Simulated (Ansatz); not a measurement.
Consider CdS in the wurtzite structure (space group P6_3mc, No. 186; a = 4.164 Å, c = 6.769 Å). Axes: x lies along a and z along c of the hexagonal cell.

All numbers come from r2SCAN/PAW in Ansatz (a program for electronic structure), no SOC, earlier PAW set.

For the base:

| Quantity | Value |
|---|---|
| Electron mass | 0.15 mₑ along c, 0.16 mₑ across (at Γ) |
| Band gap | 1.63 eV |
| Pressure | 0.0 kbar |

It is then changed as follows: strain tensor (xx, yy, zz, yz, xz, xy) = (−1.79, −0.12, +0.46, −0.11, +0.86, +1.03) %; the atoms relax in the strained cell.

Task: Predict the new electron mass.

Result: The electron mass goes from 0.15 mₑ along c, 0.16 mₑ across (at Γ) to 0.15 mₑ along z, 0.16 mₑ across (at Γ).

Task: Estimate the effect on the band gap.

Result: The band gap shrinks by 0.044 eV, from 1.63 eV to 1.58 eV.

Task: What does the calculation give for the pressure after the change?

Result: The pressure (mean of the normal stresses, compression positive) goes from zero to 8.8 kbar.

Task: What happens to the energy relative to the base?

Result: The energy goes up by 2.7 meV/atom.

Masses are band curvatures over ±0.01 Å⁻¹ around the edge. Gaps are read on the SCF mesh and a high-symmetry path. Stability against distortions was not tested.
